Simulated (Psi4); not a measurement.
Psi4 1.11, PBE0/def2-svp: Mo(O)2(Cl)(Me) ([CH3][Mo](=[O])(=[O])[Cl]), 8 atoms. The geometry is a generated start, not checked to be a minimum at this level.

```json
{
 "task": "energy",
 "method": "pbe0",
 "basis": "def2-svp",
 "memory": "3 GB",
 "maxiter": "100",
 "keys_of_the_molecule_block": "symmetry c1",
 "scf_type": "df (default)",
 "e_convergence": "1e-06 (default)",
 "d_convergence": "1e-06 (default)",
 "dft_radial_points": "75 (default)",
 "dft_spherical_points": "302 (default)",
 "effective_core_potentials": "those of the basis set, past Kr",
 "basis_functions": "106",
 "grid_points": "172964"
}
```

```xyz
8

Mo     0.7479     0.8156     0.0346
O      1.9517     0.1404    -0.8408
O      0.9156     0.9928     1.6493
Cl    -0.3462     2.3509    -0.9494
C     -0.6153    -0.8490     0.0305
H     -0.3447    -1.6145    -0.7046
H     -1.6249    -0.4862    -0.2208
H     -0.6839    -1.3500     1.0012
```

Charge 0 and multiplicity 1 are set for this test and not shown to be the ground state.

With the defaults (diis = true, scf_initial_accelerator = adiis, damping_percentage = 0, level_shift = 0, level_shift_cutoff = 0.01, diis_max_vecs = 10, guess = auto, which took SAD) it converges in 11 SCF iterations. One run each on 2 threads, with these changes:
- diis_max_vecs = 3
- scf_initial_accelerator = ediis
- guess = modhuckel
- diis_max_vecs = 20
- level_shift = 0.5, level_shift_cutoff = 0.001
- diis_max_vecs = 6
- level_shift = 0.1, level_shift_cutoff = 0.001
- diis = false, scf_initial_accelerator = none, damping_percentage = 60
- scf_initial_accelerator = none

### Question
Which of these changes keep the SCF from converging, or lead it to another solution?

### Answer
No convergence: diis = false, scf_initial_accelerator = none, damping_percentage = 60 (the run ends without SCF convergence in 100 iterations). The rest reach the solution of the defaults.

```csv
setting,SCF iterations,end
the defaults,11,same solution
diis_max_vecs = 20,11,same solution
scf_initial_accelerator = ediis,11,same solution
"level_shift = 0.5, level_shift_cutoff = 0.001",12,same solution
"level_shift = 0.1, level_shift_cutoff = 0.001",12,same solution
scf_initial_accelerator = none,12,same solution
guess = modhuckel,13,same solution
diis_max_vecs = 6,13,same solution
diis_max_vecs = 3,46,same solution
"diis = false, scf_initial_accelerator = none, damping_percentage = 60",100,no convergence
```

1 further run of the study ended by our limits or in an error and is left out.
